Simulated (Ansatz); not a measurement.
Band-edge transport in semiconductors and insulators: Si₃N₄ (P6_3/m) under several functionals (Ansatz, a first-principles code, without spin-orbit coupling). The PBE cell:

N4Si3 is taken in the hexagonal space group P6₃/m (No. 176), Pearson symbol hP14. Cell: a = 7.6637 Å, b = 7.6637 Å, c = 2.9264 Å, α = 90.00°, β = 90.00°, γ = 120.00°. Si on 6h is surrounded by 4 N at 1.743–1.749 Å (tetrahedral). N1 on 2d is coordinated by 3 Si at 1.743 Å (trigonal planar). N2 on 6h is surrounded by 3 Si at 1.748 Å (trigonal planar). (Neighbours: up to the widest gap in distance over summed covalent radii, below 1.35, at either atom.)

```
Functional  cell relaxed with  volume (Å³/atom)  band gap  electron conductivity mass  hole conductivity mass  Seebeck coefficient, n-type 1e19 cm⁻³
----------  -----------------  ----------------  --------  --------------------------  ----------------------  -------------------------------------
PBE                       PBE             10.63   4.25 eV                     0.51 mₑ                 1.14 mₑ                              -267 μV/K
PBEsol                 PBEsol             10.47   4.19 eV                     0.50 mₑ                 1.09 mₑ                              -264 μV/K
r2SCAN                 PBEsol             10.47         …                           …                       …                                      …
```

Task: Given the cheaper levels, estimate the r2SCAN row.

Result: 
- r2SCAN, band gap: 4.98 eV
- r2SCAN, electron conductivity mass: 0.50 mₑ
- r2SCAN, hole conductivity mass: 1.10 mₑ
- r2SCAN, Seebeck coefficient, n-type 1e19 cm⁻³: -264 μV/K

For the band gap, PBE gives 4.25 eV and r2SCAN 4.98 eV: PBE lies 15 % below.

The PBE and r2SCAN rows stand on cells whose volumes differ by 1.6 %, so the difference holds the effect of the cell as well as that of the functional.

Masses are for dilute carriers at 300 K, harmonic means over directions unless an axis is named. Seebeck coefficients are for the stated density at 300 K, with one relaxation time for all states and whether or not that doping can be reached. Spin-orbit coupling is left out.
